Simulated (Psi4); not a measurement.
Psi4 1.11, HF/def2-svp: I[Si](I)I, charge +1, multiplicity 1, 4 atoms. The geometry is a generated start, not checked to be a minimum at this level.

```yaml
task: energy
method: scf
basis: def2-svp
memory: 3 GB
maxiter: 100
keys_of_the_molecule_block: symmetry c1
scf_type: df (default)
e_convergence: 1e-06 (default)
d_convergence: 1e-06 (default)
effective_core_potentials: those of the basis set, past Kr
basis_functions: 96
```

```xyz
4

I     -1.9763    -1.3875     0.0162
Si    -0.0010     0.0006    -0.0003
I      2.1885    -1.0182    -0.0364
I     -0.2112     2.4052     0.0206
```

Charge 1 and multiplicity 1 are set for this test and not shown to be the ground state.

With the defaults (damping_percentage = 0, scf_initial_accelerator = adiis, diis_max_vecs = 10, guess = auto, which took SAD, soscf = false, soscf_start_convergence = 0.01) it converges in 8 SCF iterations. One run each on 2 threads, with these changes:
- guess = core
- guess = gwh
- scf_initial_accelerator = ediis
- diis_max_vecs = 20
- guess = sadno
- damping_percentage = 20
- damping_percentage = 60
- soscf = true, soscf_start_convergence = 0.1
- diis_max_vecs = 6

Which of these changes keep the SCF from converging, or lead it to another solution?

No convergence: damping_percentage = 60 (the run ends without SCF convergence in 100 iterations). The rest reach the solution of the defaults.

```tsv
setting	SCF iterations	JK calls	end
soscf = true, soscf_start_convergence = 0.1	5	16	same solution
the defaults	8	9	same solution
scf_initial_accelerator = ediis	8	9	same solution
diis_max_vecs = 20	8	9	same solution
diis_max_vecs = 6	8	9	same solution
guess = gwh	10	10	same solution
guess = core	11	11	same solution
guess = sadno	11	11	same solution
damping_percentage = 20	14	15	same solution
damping_percentage = 60	100	101	no convergence
```

An SOSCF iteration holds several JK calls; a Hückel guess adds calls on atoms.
